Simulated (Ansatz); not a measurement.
For Mg2Sn (model structure, started from the cuprite type, Pn-3m, No. 224, 6 atoms in the cell), PBEsol (Ansatz, an electronic-structure program, plane waves, PAW) gives:

* **lattice constant a**: 6.218 Å
* **enthalpy of formation**: 0.389 eV/atom

Task: What does PBE-D3(BJ) in Ansatz (PAW) give for the same quantities?

Result: 
- lattice constant a: 6.207 Å (drops by 0.2 %)
- formation enthalpy: 0.467 eV/atom (grows by 0.078 eV/atom)

Changes are worked out from the printed values.

Unless a cell is named, each level is at its own relaxed cell (PBEsol 40.06, PBE-D3(BJ) 39.85 Å³/atom).

Levels without +SOC leave out spin–orbit coupling, which shifts energies and cells of such heavy elements.

Ansatz's density-functional and Hartree–Fock values are scalar-relativistic unless marked +SOC, with PAW data made under PBE.

A model structure was made by putting elements into a prototype or built by hand; it is no filed structure, need not be a known phase, and can be a saddle point held by its symmetry.
